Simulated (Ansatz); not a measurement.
**WGe (model structure, started from the CsCl type, Pm-3m, No. 221, 2 atoms in the cell): properties by level of theory**

| level (code) | equilibrium lattice constant a (Å) | formation enthalpy (eV/atom) |
|---|---|---|
| PBE (Ansatz) | 3.135 | 0.420 |
| PBEsol (Ansatz) | 3.101 | 0.335 |
| PBE-D3(BJ) (Ansatz) | 3.104 | 0.334 |
| r²SCAN (Ansatz) | 3.112 | 0.511 |

Ansatz's density-functional and Hartree–Fock values are scalar-relativistic unless marked +SOC, with PAW data made under PBE.

Computed values are for the static lattice.

A model structure was made by putting elements into a prototype or built by hand; it is no filed structure, need not be a known phase, and can be a saddle point held by its symmetry.

Ansatz is a first-principles code.
